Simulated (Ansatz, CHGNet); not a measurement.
For antifluorite K2S, the machine-learned potential CHGNet 0.3.0 (trained on PBE and PBE+U data) gives:

* **equilibrium lattice constant a**: 7.468 Å
* **elastic constant C11**: 30.4 GPa
* **elastic constant C44**: 6.50 GPa
* **Voigt–Reuss–Hill shear modulus**: 7.52 GPa

What does PBE0 in Ansatz (plane waves, PAW) give for the same quantities?


- lattice constant a: 7.418 Å (falls by 0.7 %)
- elastic constant C11: 36.0 GPa (rises by 18 %)
- elastic constant C44: 9.14 GPa (goes up by 41 %)
- Voigt–Reuss–Hill shear modulus: 10.3 GPa (grows by 37 %)

For comparison: lattice constant a 7.391 Å (measured, temperature not stated, no zero-point or thermal correction; as tabulated in Syrotyuk et al. (2015), arXiv:1510.06546).

Changes are worked out from the printed values.

Unless a cell is named, each level is at its own relaxed cell (CHGNet 0.3.0 34.71, PBE0 34.02 Å³/atom).

Ansatz's density-functional and Hartree–Fock values are scalar-relativistic unless marked +SOC, with PAW data made under PBE.

Ansatz is a quantum-chemistry and plane-wave program.
